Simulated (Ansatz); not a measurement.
# SiGe, carrier doping

Consider SiGe in the wurtzite structure (space group P6_3mc, No. 186; a = 3.904 Å, c = 6.455 Å; a model cell, its experimental status unchecked).

Carriers are added at fixed cell with a uniform background; the Fermi–Dirac width is that of 300 K.

Level of theory: r2SCAN (Ansatz, an electronic-structure program), no spin-orbit coupling.

Notes on the quantities. Fermi level from band edge: Fermi level relative to the doped band's edge (positive inside the band; to 0.05 eV).

```json
[
 {"hole density (10^21 cm⁻³)": "1", "Fermi level from band edge (eV)": "0.55"},
 {"hole density (10^21 cm⁻³)": "2", "Fermi level from band edge (eV)": "0.70"},
 {"hole density (10^21 cm⁻³)": "3", "Fermi level from band edge (eV)": "?"},
 {"hole density (10^21 cm⁻³)": "7", "Fermi level from band edge (eV)": "1.35"}
]
```

Fit E_F = C n^s, fitted as a line in log–log form (a parabolic band gives s = 2/3) to the rows shown and predict the withheld row.

Least squares on the printed values gives C = 0.53 eV, s = 0.47 (largest residual 0.04 eV); this predicts 0.89 eV, and the run gives 0.90 eV, in agreement.

Carriers are added with a uniform compensating background; total energy and stress of such cells depend on the potential's zero and are not compared; many-body gap narrowing is missing at this level. No phonon test of stability was made.
